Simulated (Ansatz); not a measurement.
The density of states at the Fermi level in a series of structures.

Cell A: TiSi2 (Cmcm), 6 atoms in the cell; spin state with PBE: run without spin, k-point mesh 10×10×10 on the run's own vectors.
```
TiSi2
1.0
    3.54764     0.00000     0.00000
    0.00000     0.00000    -3.57942
   -1.77382     6.77984     0.00000
Ti Si
2 4
Cartesian
  0.00000   1.39901  -2.68457
  1.77382   5.38084  -0.89486
  0.00000   5.97767  -2.68457
  1.77382   0.80217  -0.89486
  1.77382   3.39257  -2.68457
  0.00000   3.38727  -0.89486
```

Cell B: TiSi2 (Fddd), 6 atoms in the cell; spin state with PBE: run without spin, k-point mesh 10×10×10 on the run's own vectors.
TiSi$_{2}$ has the orthorhombic space group Fddd, origin choice 1 (No. 70), Pearson symbol oF24. Cell: a = 4.807 Å, b = 8.270 Å, c = 8.561 Å, α = 90.00°, β = 90.00°, γ = 90.00°. Ti on 8b is surrounded by 4 Si at 2.558 Å and 6 Si at 2.756–2.787 Å and 4 Ti at 3.209 Å. Si on 16f is surrounded by 2 Si at 2.534 Å and 3 Si at 2.697–2.801 Å and 2 Ti at 2.558 Å and 3 Ti at 2.756–2.787 Å. (Neighbours: up to the widest gap in distance over summed covalent radii, below 1.35, at either atom; cation-cation and far metal-metal contacts left out.)
(The calculation used a cell of 6 atoms; values per cell refer to that cell.)

Plane-wave PAW calculations with Ansatz (a quantum-chemistry and plane-wave program), its default PAW set, cutoff 420 eV, 500 eV for r2SCAN. The structures are at rest with PBE; other levels are single points on them. Neutral cells; Fermi-Dirac smearing of at most 0.05 eV in the solids, energies taken to zero width. The lattices are those relaxed with PBE, so at other levels the solids can be strained, which adds to the spread. No structure search was made; lower ones may exist. A dispersion term ran beside these levels; it doesn't touch the electrons. Both spins, broadened by a Gaussian of 0.2 eV on the run's mesh.

Give the density of states at the Fermi level (states/eV per atom) at the level PBE, cell by cell.


```tsv
system	PBE
A	0.28
B	0.36
```

With PBE the value of B exceeds that of A by 0.08 states/eV per atom.

Does the picture change with the functional?


```
cell  r2SCAN
----  ------
A       0.25
B       0.34
```

With r2SCAN the value of B exceeds that of A by 0.09 states/eV per atom.
